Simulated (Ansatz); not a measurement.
## Response to strain in MgO

Base system: MgO in the rock salt structure (space group Fm-3m, No. 225; a = 4.2141 Å). Axes: x, y, z lie along the cube axes.

Strains are applied to the cell and any free atomic positions relax; under biaxial strain the out-of-plane vector relaxes too.

Calculations: plane-wave PAW DFT at the PBEsol level (Ansatz, a program for electronic structure, 420 eV), without spin-orbit coupling.

Candidates:
(a) biaxial strain −2.50 %, plane normal [001], relaxed out of plane
(b) biaxial strain +2.00 %, plane normal [001], relaxed out of plane
(c) biaxial strain +2.50 %, plane normal [001], relaxed out of plane

Problem. Order them by out-of-plane strain, highest first.

Solution. (a) biaxial strain −2.50 %, plane normal [001], relaxed out of plane (+1.64 %), (b) biaxial strain +2.00 %, plane normal [001], relaxed out of plane (-1.16 %), (c) biaxial strain +2.50 %, plane normal [001], relaxed out of plane (-1.43 %)

No phonon test of stability was made.
